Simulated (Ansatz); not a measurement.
Zr3N4 (Pnma, No. 62, 28 atoms in the cell; start mp-277; a measured phase of this formula has another space group) was calculated with PBEsol (Ansatz, a quantum-chemistry and plane-wave program, plane waves, PAW).

Settings: plane-wave cutoff 520 eV, 4×10×4 k mesh (along the axes of the cell as run), Fermi–Dirac smearing 0.01 eV, scalar-relativistic PAW data made under PBE.

Cell (relaxed at this level):

```xyz
28
Lattice="9.6605 0.0000 0.0000 0.0000 3.2662 0.0000 0.0000 0.0000 10.7697" Properties=species:S:1:pos:R:3 pbc="T T T"
Zr     7.0767     0.8165     6.9904
Zr     2.5839     2.4496     3.7793
Zr     7.4141     2.4496     1.6056
Zr     2.2464     0.8165     9.1641
Zr     5.8768     0.8165     9.7678
Zr     3.7838     2.4496     1.0019
Zr     8.6140     2.4496     4.3830
Zr     1.0465     0.8165     6.3867
Zr     5.4948     0.8165     4.0542
Zr     4.1658     2.4496     6.7155
Zr     8.9960     2.4496     9.4391
Zr     0.6645     0.8165     1.3306
N      3.8393     0.8165    10.4658
N      5.8213     2.4496     0.3039
N      0.9910     2.4496     5.0810
N      8.6695     0.8165     5.6887
N      0.0354     0.8165     8.3309
N      9.6251     2.4496     2.4388
N      4.7948     2.4496     2.9461
N      4.8657     0.8165     7.8236
N      8.2662     0.8165     0.1998
N      1.3944     2.4496    10.5699
N      6.2246     2.4496     5.5846
N      3.4359     0.8165     5.1851
N      7.1037     2.4496     8.4699
N      2.5568     0.8165     2.2998
N      7.3871     0.8165     3.0850
N      2.2734     2.4496     7.6847
```

Question: Give the computed band gap, smallest direct gap on the k points sampled and Γ–Γ gap.

Answer: 
- band gap = 1.01 eV
- smallest direct gap on the k points sampled = 1.08 eV
- Γ–Γ gap = 1.09 eV

Spin–orbit coupling is not included.

Static lattice: no zero-point or thermal effects.

A start named mp-… is a Materials Project structure, which need not be a measured phase.
